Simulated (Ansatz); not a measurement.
```xyz
8
Lattice="14.5000 0.0000 0.0000 0.0000 14.5000 0.0000 0.0000 0.0000 6.0930" Properties=species:S:1:pos:R:3 pbc="T T T"
K      5.7380     5.7380     0.0000
Cl     5.6653     5.6653     3.0465
Cl     5.6653     8.8347     0.0000
K      5.7380     8.7620     3.0465
Cl     8.8347     5.6653     0.0000
K      8.7620     5.7380     3.0465
K      8.7620     8.7620     0.0000
Cl     8.8347     8.8347     3.0465
```

Levels: PBE (plane waves to 420 eV, PAW; Ansatz, a first-principles code); r2SCAN (plane waves to 500 eV, PAW; Ansatz); Ansatz with HSE06. Unmarked values and the geometry are of the first. Mesh 1×1×50. No spin polarisation. Isolated but for its images some 11 Å away. A hypothetical model. It keeps the symmetry and period of its start, so it need not be a minimum against all distortions. HSE06 ran on a 1×1×3 mesh and at PBE's edge points. Buckling under compression is shut out by symmetry and the short period.

### Question
Give the properties of this body.

### Answer
- largest distance between nuclei across the axis = 4.48 Å
- PBE gap = 4.94 eV, direct at Γ
- electron mass along the axis (PBE) = 0.72 mₑ
- hole mass along the axis (PBE) = 1.1 mₑ
- valence and conduction edges under the vacuum level (PBE) = 6.18 and 1.23 eV
- r2SCAN gap at this geometry = 5.77 eV
- HSE06 gap at this geometry = 6.10 eV
- axial stiffness dF/dε = 26 nN
